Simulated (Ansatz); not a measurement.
# Effect of W → Mo on hypothetical Fm-3m WTe2

Start from WTe2 (space group Fm-3m, No. 225; a = 6.569 Å; a hypothetical phase, not in the database extracts checked).

It is then changed as follows: full substitution W → Mo; the structure is relaxed again.

Method: PBEsol, PAW, 420 eV (Ansatz, a program for electronic structure; scalar-relativistic without spin-orbit coupling), earlier PAW set. k-mesh 12×12×12 (Γ-centred); smearing 0.05 eV (Fermi–Dirac).

```csv
quantity,base,changed,shift
volume per atom,23.63 Å³,23.54 Å³,-0.09 Å³
density,10.29 g/cm³,8.26 g/cm³,-2.03 g/cm³
lattice parameter a,6.569 Å,6.561 Å,-0.008 Å
space group,Fm-3m (No. 225),Fm-3m (No. 225),–
shortest interatomic distance,2.845 Å,2.841 Å,-0.004 Å
band gap,zero,zero,–
```

Final structure:

```
CELL_PARAMETERS angstrom
      0.00000     3.28051     3.28051
      3.28051     0.00000     3.28051
      3.28051     3.28051     0.00000
ATOMIC_POSITIONS crystal
  Mo 0.00000 0.00000 0.00000
  Te 0.25000 0.25000 0.25000
  Te 0.75000 0.75000 0.75000
```

No phonon test of stability was made. As relaxed here, MoTe2 is a hypothetical phase, not in the database extracts checked. The final runs are not spin-polarised. MoTe2 and WTe2 have a high density of states at the Fermi level and may be magnetic at this level.
